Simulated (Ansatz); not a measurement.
System: WPt₃ (I4/mmm, No. 139, 4 atoms in the cell; start mp-862798). Method: PBEsol (PAW; Ansatz, a first-principles code).

Settings: plane-wave cutoff 520 eV, 20×20×20 k mesh, Fermi–Dirac smearing 0.05 eV, no spin polarisation, scalar-relativistic PAW data made under PBE.

Cell (relaxed at this level):

Pt3W has the tetragonal space group I4/mmm (No. 139), Pearson symbol tI8. Cell: a = 3.8752 Å, b = 3.8752 Å, c = 7.9844 Å, α = 90.00°, β = 90.00°, γ = 90.00°. Pt1 on 4d sees 8 Pt at 2.740–2.782 Å and 4 W at 2.782 Å (cuboctahedral). Pt2 on 2b is surrounded by 4 W at 2.740 Å and 8 Pt at 2.782 Å (cuboctahedral). W on 2a is coordinated by 12 Pt at 2.740–2.782 Å (cuboctahedral). (Neighbours: up to the widest gap in distance over summed covalent radii, below 1.35, at either atom.)
(The calculation used a cell of 4 atoms; values per cell refer to that cell.)

Predict the bulk modulus B0.


- bulk modulus B0 = 318 GPa

Note: the run has no spin polarisation, so it can have missed a magnetic state; the bulk modulus is −V dP/dV from two relaxed cells at ±2 % in volume; the relaxation could not lower the start's symmetry, so the cell can be a saddle point above a distorted one.

Spin–orbit coupling is not included.

Cost on a shared machine: very roughly 10 core-minutes.

A start named mp-… is a Materials Project structure, which need not be a measured phase.
